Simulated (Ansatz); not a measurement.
Start from GaN (space group P4_2/mnm, No. 136; a = 5.5350 Å, c = 3.2140 Å; a hypothetical phase, not in the database extracts checked).

The values are results of PBE (Ansatz, a program for electronic structure), spin-orbit coupling left out, not measurements.

Base values:

| Item | Result |
|---|---|
| Gap between the host's bands | 1.73 eV |
| Gap character | indirect, M–Γ (86 % along) → Γ |

It is then changed as follows: 0.985 holes added to each cell, a density of 1.0×10^22 cm⁻³, with a uniform compensating background at fixed cell and a 300 K Fermi–Dirac width.

How does this affect the largest internal atomic displacement, Fermi level from band edge, gap between the host's bands and gap character?

The largest internal atomic displacement comes out as 0.014 Å; the Fermi level relative to the doped band's edge (positive inside the band; to 0.05 eV) comes out as +0.50 eV; the gap between the host's bands grows by 0.26 eV (1.73 eV → 1.99 eV); the gap character stays indirect, M–Γ (86 % along) → Γ.

Carriers are added with a uniform compensating background; total energy and stress of such cells depend on the potential's zero and are not compared; many-body gap narrowing is missing at this level. Gaps are Kohn–Sham eigenvalue differences; semilocal functionals usually give less than the measured gap. Stability against distortions was not tested.
